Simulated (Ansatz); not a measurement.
```xyz
36
Lattice="28.5000 0.0000 0.0000 0.0000 14.5000 0.0000 0.0000 0.0000 5.4938" Properties=species:S:1:pos:R:3 pbc="T T T"
S      5.3814     5.6610     3.6044
W      5.7495     7.2500     2.0050
S      5.3814     8.8390     3.6044
S      7.1016     5.6140     0.8656
W      6.9721     7.2500     4.6381
S      7.1016     8.8860     0.8656
S      8.6269     5.7169     3.6660
W      8.6606     7.2500     1.7873
S      8.6269     8.7831     3.6660
S     10.2709     5.6740     0.9171
W     10.2648     7.2500     4.5828
S     10.2709     8.8260     0.9171
S     11.8501     5.6733     3.6653
W     11.8595     7.2500     1.8351
S     11.8501     8.8267     3.6653
S     13.4562     5.6783     0.9178
W     13.4465     7.2500     4.5762
S     13.4562     8.8217     0.9178
S     15.0438     5.6783     3.6647
W     15.0535     7.2500     1.8294
S     15.0438     8.8217     3.6647
S     16.6499     5.6733     0.9184
W     16.6405     7.2500     4.5820
S     16.6499     8.8267     0.9184
S     18.2291     5.6740     3.6640
W     18.2352     7.2500     1.8359
S     18.2291     8.8260     3.6640
S     19.8731     5.7169     0.9191
W     19.8394     7.2500     4.5342
S     19.8731     8.7831     0.9191
S     21.3984     5.6140     3.6125
W     21.5279     7.2500     1.8912
S     21.3984     8.8860     3.6125
S     23.1186     5.6610     0.8575
W     22.7505     7.2500     4.7518
S     23.1186     8.8390     0.8575
```

All values below come from PBE (plane waves to 420 eV, PAW; Ansatz, a program for electronic structure). Mesh 1×1×6. No spin polarisation, so a magnetic state wasn't tested. Isolated but for its images some 11 Å away. An idealised model, cut from the flat sheet. It keeps the symmetry and period of its start, so it need not be a minimum against all distortions. Values not marked SOC lack spin–orbit coupling.

Q: Tabulate the two highest filled and two lowest empty levels along the axis, from the valence top.

A: 
```
k (2π/c)  v2 (eV)  v1 (eV)  c1 (eV)  c2 (eV)
--------  -------  -------  -------  -------
0.000       -0.10     0.00     0.46     0.47
0.042       -0.10     0.00     0.47     0.47
0.083       -0.10    -0.02     0.49     0.50
0.125       -0.10    -0.04     0.55     0.55
0.167       -0.11    -0.07     0.62     0.62
0.208       -0.12    -0.10     0.67     0.67
0.250       -0.14    -0.12     0.67     0.67
0.292       -0.15    -0.14     0.67     0.67
0.333       -0.16    -0.16     0.67     0.67
0.375       -0.17    -0.17     0.66     0.67
0.417       -0.18    -0.17     0.66     0.67
0.458       -0.18    -0.18     0.66     0.66
0.500       -0.18    -0.18     0.66     0.66
```
